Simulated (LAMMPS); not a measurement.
System: SiO2 (stishovite, a high-pressure form), 1050 atoms, at 1440 K and 2 GPa, heated as the crystal.

Model: classical MD, pair style vashishta, file SiO.1990.vashishta, run in LAMMPS.

```
Item                                                                                                                                        Value
------------------------------------------------------------  -----------------------------------------------------------------------------------
state found                                                                solid that has left the starting structure; no diffusion seen in 30 ps
density                                                                                                                       2.717 ± 0.003 g/cm³
volume per atom                                                                                                              12.24 ± 0.01 Å³/atom
enthalpy per atom                                                                                                          -8.428 ± 0.005 eV/atom
first peak of g(r), O-Si                                                                                                      1.61 Å, height 13.3
coordination number of O by Si                                                                                           1.98 (counted to 2.22 Å)
coordination number of Si by O                                                                                           3.96 (counted to 2.22 Å)
most common O-Si-O angle                                      at the 3° bin centred on 106.5°, after smoothing over three bins (mean of all 109°)
most common Si-O-Si angle                                     at the 3° bin centred on 136.5°, after smoothing over three bins (mean of all 140°)
mean frequency of the vibrational (phonon) density of states                                                                             19.5 THz
cost                                                                                                                 very roughly 50 core-minutes
```

Potential: file SiO.1990.vashishta of the LAMMPS distribution; its header cites P. Vashishta, R. K. Kalia, J. P. Rino, and I. Ebbsjo, Phys. Rev. B 41, 12197 (1990).

Caution: enthalpy drifts during the constant-pressure average: a transition or slow ageing; fluctuation values are void. Caution: with SiO.1990.vashishta the 0 K volume of this crystal is 30 % off the measured one.

States go by the mean squared displacement: a species diffuses where it passes 1.5 Å², still rises and gives D over 1e-6 cm²/s; a crystal has left its structure where atoms lie 0.35 Å off their sites on average or a cubic box changes its shape by 3 %, or the axial ratios of another lie 8 % off the starting cell's, which the potential's own relaxation can also do.

Uncertainties are statistical and leave out the potential's own error.

```tsv
r (Å)	g(r), O-Si
1.380	0.000
1.420	0.003
1.460	0.134
1.500	1.90
1.540	7.17
1.580	12.9
1.620	13.3
1.660	9.46
1.700	5.36
1.740	2.55
1.780	1.14
1.820	0.484
1.860	0.218
1.900	0.095
1.940	0.067
1.980	0.032
2.020	0.019
2.060	0.028
2.100	0.011
2.140	0.008
2.180	0.010
2.220	0.008
2.260	0.010
2.300	0.000
2.340	0.015
2.380	0.020
2.420	0.019
2.460	0.022
2.500	0.037
2.540	0.036
2.580	0.041
2.620	0.062
2.660	0.066
2.700	0.083
2.740	0.128
2.780	0.127
2.820	0.167
2.860	0.231
2.900	0.235
2.940	0.306
2.980	0.347
3.020	0.427
3.060	0.508
3.100	0.624
3.140	0.698
3.180	0.797
3.220	0.899
3.260	0.949
3.300	1.08
3.340	1.12
3.380	1.21
3.420	1.22
3.460	1.29
3.500	1.34
3.540	1.39
3.580	1.39
3.620	1.47
3.660	1.47
3.700	1.52
3.740	1.53
3.780	1.50
3.820	1.58
3.860	1.55
3.900	1.50
3.940	1.56
3.980	1.60
4.020	1.64
4.060	1.65
4.100	1.71
4.140	1.64
4.180	1.66
4.220	1.59
4.260	1.48
4.300	1.35
4.340	1.22
4.380	1.11
4.420	0.967
4.460	0.908
4.500	0.795
4.540	0.768
4.580	0.710
4.620	0.669
4.660	0.633
4.700	0.641
4.740	0.618
4.780	0.641
4.820	0.633
4.860	0.623
4.900	0.638
4.940	0.623
4.980	0.649
5.020	0.663
5.060	0.686
5.100	0.737
5.140	0.743
5.180	0.774
5.220	0.815
5.260	0.832
5.300	0.882
5.340	0.875
5.380	0.923
5.420	0.936
```
